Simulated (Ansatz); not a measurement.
The starting structures come from a database of crystals and need not be the phases stable at ambient conditions.

Given:

```
CELL_PARAMETERS angstrom
      5.25261     0.00000     0.00000
      0.00000     5.84512     0.00000
      2.62630    -1.48082     2.71331
ATOMIC_POSITIONS crystal
  Nb 0.22909 0.70494 0.62060
  Nb 0.84969 0.29506 0.37940
  O  0.28286 0.50000 0.00000
  O  0.79107 0.64627 0.84624
  O  0.63731 0.35373 0.15376
  O  0.88408 0.96395 0.35380
  O  0.23788 0.03605 0.64620
```

Space group of this cell: C2. The cell is taken as given; by r2SCAN its mean pressure is -10.3 GPa.

Transport runs along the normal of the first two printed cell vectors.

The gap is the functional's own. No spin-orbit coupling. Mid-gap values are interpolated on the energy grid.

Task: Compute, with r2SCAN in Ansatz (a first-principles code), the band gap and the smallest decay constant κ at mid-gap.

Result: Gap 2.21 eV on a 12×6×12 mesh; κ = 0.329 1/Å, at the zone centre.
